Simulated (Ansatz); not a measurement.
The parent structure is BAs in the rock salt structure (space group Fm-3m, No. 225; a hypothetical phase, not in the database extracts checked; relaxed with 0.1 eV smearing).

```xyz
2
Lattice="0.0000 2.3071 2.3071 2.3071 0.0000 2.3071 2.3071 2.3071 0.0000" Properties=species:S:1:pos:R:3 pbc="T T T"
As     0.0000     0.0000     0.0000
B      2.3071     2.3071     2.3071
```

Cartesian axes are those of the cell as printed.

The values are results of PBE (Ansatz, an electronic-structure program; PAW; 420 eV plane waves; spin-orbit coupling left out), not measurements.

It is then changed as follows: the cell is stretched by 2.21 % along y with no lateral relaxation; the atoms relax in the strained cell.

**Question.** Predict the stress tensor and what it implies for the stiffness.

**Answer.** Stress of the strained cell less that of the base (GPa, compression positive):
```
   -2.0     0.0     0.0
    0.0    -4.0     0.0
    0.0     0.0    -2.0
```

Then −Δσ_ii/ε with ε = 0.0221 gives secant stiffness values (nonlinear terms included at this strain): C22 ≈ 180 GPa, C12 ≈ 89 GPa and C23 ≈ 89 GPa.

No phonon test of stability was made. The final runs are not spin-polarised.
